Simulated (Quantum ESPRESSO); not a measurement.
The steps of a band-structure calculation for HfSiO₄ (I4_1/amd, 12 atoms in the cell) with Quantum ESPRESSO.

Method of the run: LDA (PZ), GBRV 1.5 ultrasoft (LDA) pseudopotentials (plane waves; Quantum ESPRESSO).

Step 1 (scf):

```fortran
&control
 calculation = 'scf',
 outdir = './tmp',
 pseudo_dir = './',
 tprnfor = .true.,
 tstress = .true.,
/
&system
 ibrav = 7,
 celldm(1) = 12.5575097776,
 celldm(3) = 0.910136538720,
 nat = 12,
 ntyp = 3,
 ecutwfc = 40,
 ecutrho = 320,
 occupations = 'smearing',
 smearing = 'gauss',
 degauss = 0.0036749,
 nbnd = 46,
/
&electrons
 conv_thr = 1.0e-11,
 mixing_beta = 0.4,
/
ATOMIC_SPECIES
Hf   178.4900  hf_lda_v1.uspp.F.UPF
Si    28.0850  si_lda_v1.uspp.F.UPF
O     15.9990  o_lda_v1.2.uspp.F.UPF
ATOMIC_POSITIONS alat
Hf    0.0000000000    0.0000000000    0.0000000000
Hf   -0.5000000000    0.0000000000    0.2275341347
Si    0.0000000000    0.5000000000    0.2275341347
Si    0.0000000000    0.0000000000    0.4550682694
O    -0.3148900000    0.5000000000   -0.1645526862
O     0.0000000000    0.6851100000    0.0629814485
O    -0.1851100000    0.0000000000    0.2905155832
O     0.0000000000    0.3148900000    0.0629814485
O    -0.1851100000    0.5000000000    0.3920868209
O     0.0000000000    0.1851100000    0.6196209556
O     0.1851100000    0.5000000000    0.3920868209
O    -0.5000000000    0.3148900000    0.1645526862
K_POINTS automatic
3 3 3  0 0 0
```

Step 2 (bands):

```fortran
&control
 calculation = 'bands',
 outdir = './tmp',
 pseudo_dir = './',
 verbosity = 'high',
/
&system
 ibrav = 7,
 celldm(1) = 12.5575097776,
 celldm(3) = 0.910136538720,
 nat = 12,
 ntyp = 3,
 ecutwfc = 40,
 ecutrho = 320,
 occupations = 'smearing',
 smearing = 'gauss',
 degauss = 0.0036749,
 nbnd = 52,
/
&electrons
 conv_thr = 1.0e-11,
 startingwfc = 'random',
 diago_thr_init = 1.0d-6,
 diagonalization = 'cg',
/
ATOMIC_SPECIES
Hf   178.4900  hf_lda_v1.uspp.F.UPF
Si    28.0850  si_lda_v1.uspp.F.UPF
O     15.9990  o_lda_v1.2.uspp.F.UPF
ATOMIC_POSITIONS alat
Hf    0.0000000000    0.0000000000    0.0000000000
Hf   -0.5000000000    0.0000000000    0.2275341347
Si    0.0000000000    0.5000000000    0.2275341347
Si    0.0000000000    0.0000000000    0.4550682694
O    -0.3148900000    0.5000000000   -0.1645526862
O     0.0000000000    0.6851100000    0.0629814485
O    -0.1851100000    0.0000000000    0.2905155832
O     0.0000000000    0.3148900000    0.0629814485
O    -0.1851100000    0.5000000000    0.3920868209
O     0.0000000000    0.1851100000    0.6196209556
O     0.1851100000    0.5000000000    0.3920868209
O    -0.5000000000    0.3148900000    0.1645526862
K_POINTS crystal_b
11
  0.00000000   0.00000000   0.00000000   7  ! G
  0.50000000   0.00000000   0.00000000   7  ! X
  0.50000000   0.50000000  -0.50000000   9  ! M
  0.00000000   0.00000000   0.00000000   9  ! G
 -0.45708713  -0.45708713  -0.45708713   8  ! Z
  0.25000000  -0.25000000  -0.25000000   5  ! P
  0.00000000   0.00000000  -0.50000000   6  ! N
  0.45708713   0.45708713  -0.54291287   2  ! Z1
  0.50000000   0.50000000  -0.50000000   1  ! M
  0.50000000   0.00000000   0.00000000   5  ! X
  0.25000000  -0.25000000  -0.25000000   1  ! P
```

Step 3 (bands.x):

```fortran
&bands
 outdir = './tmp',
 filband = 'bands.dat',
 lsym = .false.,
/
```

Output of bands (abridged):

```
     Atomic positions and unit cell read from directory:
     ./tmp/pwscf.save/
     G-vector sticks info
     --------------------
     sticks:   dense  smooth     PW     G-vecs:    dense   smooth      PW
     Sum        2719    1371    399                87105    30787    4873

     bravais-lattice index     =            7
     lattice parameter (alat)  =      12.5575  a.u.
     unit-cell volume          =     901.1293 (a.u.)^3
   [... lines left out ...]

     Band Structure Calculation
     CG style diagonalization

     ethr =  1.00E-06,  avg # of iterations = 30.7

     End of band structure calculation

          k = 0.0000 0.0000 0.0000 (  3875 PWs)   bands (ev):

   -53.0871 -53.0798 -21.8451 -21.8451 -21.7736 -21.7671 -21.6882 -21.6882
   -11.2859 -10.2384  -9.4491  -9.3606  -8.8432  -8.8432  -8.8231  -8.8231
    -0.2063   1.3460   1.7166   2.1863   2.1863   2.9200   3.1813   3.4129
     4.1770   4.3719   4.3719   4.5829   4.9777   4.9777   5.8599   5.8599
     6.6263   6.6263   6.6868   6.7525   6.8531   6.8531   6.9135   7.4508
    12.9541  13.1832  13.2466  13.3638  13.3638  14.1729  14.3596  14.4434
    14.4434  15.2974  16.3191  16.8157

          k = 0.0714-0.0714 0.0000 (  3872 PWs)   bands (ev):

   -53.0870 -53.0799 -21.8461 -21.8432 -21.7704 -21.7699 -21.6904 -21.6874
   -11.2681 -10.2411  -9.4423  -9.3560  -8.8544  -8.8502  -8.8410  -8.8304
    -0.1655   1.3802   1.7473   2.1735   2.1854   2.9621   3.2147   3.4472
     4.0176   4.2702   4.5253   4.6103   4.9419   4.9495   5.8615   5.8744
     6.6047   6.6244   6.6655   6.7548   6.7969   6.7981   6.9238   7.4283
    12.9319  13.1929  13.2261  13.3579  13.3883  14.2294  14.3476  14.4016
    14.4993  15.3921  16.3669  16.8104

   [... 58 blocks of this kind left out ...]
```

Output of bands.x (abridged):

```
     Reading xml data from directory:

     ./tmp/pwscf.save/

     G-vector sticks info
     --------------------
     sticks:   dense  smooth     PW     G-vecs:    dense   smooth      PW
     Sum        2719    1371    399                87105    30787    4873

     negative rho (up, down):  2.280E-01 0.000E+00
     Reading collected, re-writing distributed wavefunctions
     high-symmetry point:  0.0000 0.0000 0.0000   x coordinate   0.0000
     high-symmetry point:  0.5000-0.5000 0.0000   x coordinate   0.7071
     high-symmetry point:  1.0000 0.0000 0.0000   x coordinate   1.4142
     high-symmetry point:  0.0000 0.0000 0.0000   x coordinate   2.4142
     high-symmetry point:  0.0000 0.0000-1.0044   x coordinate   3.4186
     high-symmetry point:  0.5000-0.5000-0.5494   x coordinate   4.2595
     high-symmetry point:  0.5000 0.0000-0.5494   x coordinate   4.7595
     high-symmetry point:  1.0000 0.0000-0.0943   x coordinate   5.4356
     high-symmetry point:  1.0000 0.0000 0.0000   x coordinate   5.5299
     high-symmetry point:  0.5000-0.5000 0.0000   x coordinate   5.5299
     high-symmetry point:  0.5000-0.5000-0.5494   x coordinate   6.0793

     Plottable bands (eV) written to file bands.dat.gnu
     Bands written to file bands.dat

   JOB DONE.
```

The gap along the path is 5.12 eV.

The starting cell comes from a database of computed structures (which also holds hypothetical and non-ambient phases and stackings), without a prior relaxation at this level. Its lattice was rescaled by a random factor within 2.5 % of one. Spin-orbit coupling is off.
